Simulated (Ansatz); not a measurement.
```
CELL_PARAMETERS angstrom
     -3.26162     3.26162     3.59828
      3.26162    -3.26162     3.59828
      3.26162     3.26162    -3.59828
ATOMIC_POSITIONS crystal
  Sr 0.25000 0.25000 0.00000
  Sr 0.75000 0.75000 0.00000
  Zn 0.86747 0.36747 0.23493
  Zn 0.13253 0.63253 0.76507
  Zn 0.36747 0.13253 0.50000
  Zn 0.63253 0.86747 0.50000
  N  0.33421 0.83421 0.16842
  N  0.66579 0.16579 0.83158
  N  0.83421 0.66579 0.50000
  N  0.16579 0.33421 0.50000
```

These are PBEsol, rigid bands (plane waves, PAW, scalar-relativistic; Ansatz, a program for electronic structure) values and carry that method's errors. Geometry: cell and atoms relaxed with PBEsol.

**Question.** What conductivity effective mass do dilute holes have at 300 K?

**Answer.** 0.50 (x), 0.50 (y), 7.3 (z) mₑ.

**Question.** Predict the electron conductivity mass (n e² τ/σ) at 300 K, by direction if it differs.

**Answer.** 0.091 (x), 0.091 (y), 0.29 (z) mₑ.

**Question.** And the band gap?

**Answer.** 0.48 eV at this level; semilocal functionals usually fall short of the measured gap.

Rigid bands, one relaxation time for all states, no polarons. Spin-orbit coupling is left out; where it splits the top of the valence band it changes the hole mass and lowers the gap by about a third of the splitting.

Computed structure with no diffraction record at hand here (it may be known, metastable or hypothetical): SrZn2N2 (I4/mcm).
